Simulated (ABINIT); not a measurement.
Worked example: self-consistent single point of TiC (Fm-3m, 2 atoms in the cell) in ABINIT.

Computed with PBEsol, norm-conserving pseudopotentials (PseudoDojo nc-sr-04 PBEsol standard) (plane waves; ABINIT).

```
CELL_PARAMETERS angstrom
      0.00000     2.17799     2.17799
      2.17799     0.00000     2.17799
      2.17799     2.17799     0.00000
ATOMIC_POSITIONS crystal
  Ti 0.00000 0.00000 0.00000
  C  0.50000 0.50000 0.50000
```

Reference input (self-consistent single point, DFT, PBE, plane waves, norm-conserving pseudopotentials (PseudoDojo nc-sr-05 PBE standard)): pseudos = [Ti.upf, C.upf]; ecut = 84 Ry; ixc = 11; occopt = 7; tsmear = 0.00734986 Ha; ngkpt = 13 13 13; nshiftk = 1; shiftk = 0 0 0; potentials = PseudoDojo nc-sr-05 PBE standard; nband = 13; kptopt = 1; nstep = 100. This run's input differs from it in these lines:

```diff
@@ -1,2 +1,2 @@
-# TiC, PseudoDojo nc-sr-05 PBE standard
+# TiC, PseudoDojo nc-sr-04 PBEsol standard
 pp_dirpath "./"
@@ -16,3 +16,3 @@
 ecut 84 Ry
-ixc 11
+ixc -116133
 occopt 7
```

Its files differ too (potentials: PseudoDojo nc-sr-05 PBE standard → PseudoDojo nc-sr-04 PBEsol standard).

Output (repeated stretches shortened):

```
--- !BeginCycle
solver: {iscf: 7, nstep: 100, nline: 4, wfoptalg: 0, }
tolerances: {tolvrs: 1.00E-11, }
...

     iter   Etot(hartree)      deltaE(h)  residm     vres2
 ETOT  1  -65.054622247945    -6.505E+01 2.416E-01 1.507E+03
 ETOT  2  -63.998522567226     1.056E+00 9.906E-02 6.998E+03
 ETOT  3  -65.370604188930    -1.372E+00 1.915E-02 1.684E+01
 ETOT  4  -65.372070251042    -1.466E-03 2.252E-02 5.934E+00
 ETOT  5  -65.373017164683    -9.469E-04 1.566E-03 7.357E-01
   [... 2 lines left out ...]
 ETOT  8  -65.373150099790    -1.585E-08 2.983E-04 2.181E-06
 ETOT  9  -65.373150100198    -4.073E-10 6.983E-05 1.858E-09
 ETOT 10  -65.373150100199    -1.535E-12 3.570E-04 1.182E-11
 ETOT 11  -65.373150100199     1.279E-13 8.212E-05 7.474E-13
 At SCF step   11       vres2   =  7.47E-13 < tolvrs=  1.00E-11 =>converged.

 Cartesian components of stress tensor (hartree/bohr^3)
  sigma(1 1)=  3.56859196E-04  sigma(3 2)=  0.00000000E+00
  sigma(2 2)=  3.56859196E-04  sigma(3 1)=  0.00000000E+00
  sigma(3 3)=  3.56859196E-04  sigma(2 1)=  0.00000000E+00

 ----iterations are completed or convergence reached----

 reduced coordinates (array xred) for    2 atoms
       0.000000000000      0.000000000000      0.000000000000
       0.500000000000      0.500000000000      0.500000000000
 cartesian forces (eV/Angstrom) at end:
    1     -0.00000000000000    -0.00000000000000    -0.00000000000000
    2     -0.00000000000000    -0.00000000000000    -0.00000000000000
 frms,max,avg= 0.0000000E+00 0.0000000E+00   0.000E+00  0.000E+00  0.000E+00 e/A
   [... lines left out ...]
 Fermi (or HOMO) energy (hartree) =   0.38939   Average Vxc (hartree)=  -0.47426
 Fermi (or HOMO) energy (eV) =  10.59579   Average Vxc (eV)= -12.90522
   [... lines left out ...]
total_energy        : -6.53731501001990E+01
total_energy_eV     : -1.77889388151391E+03
band_energy         : -6.43652192776244E+00
...

-Cartesian components of stress tensor (GPa)         [Pressure= -1.0499E+01 GPa]
- sigma(1 1)=  1.04991583E+01  sigma(3 2)=  0.00000000E+00
- sigma(2 2)=  1.04991583E+01  sigma(3 1)=  0.00000000E+00
- sigma(3 3)=  1.04991583E+01  sigma(2 1)=  0.00000000E+00

 Calculation completed.
```

The run converged in 11 iterations. Against the reference run the pressure goes from -3.83 to -10.50 GPa.

The starting cell has typed, rounded lattice constants, without a prior relaxation at this level. Its lattice was rescaled by a random factor within 2.5 % of one. Spin polarisation is off. With a pressure of about -10 GPa the cell is away from its equilibrium volume at this level.

Cost on one core of a shared machine: roughly 50 s.
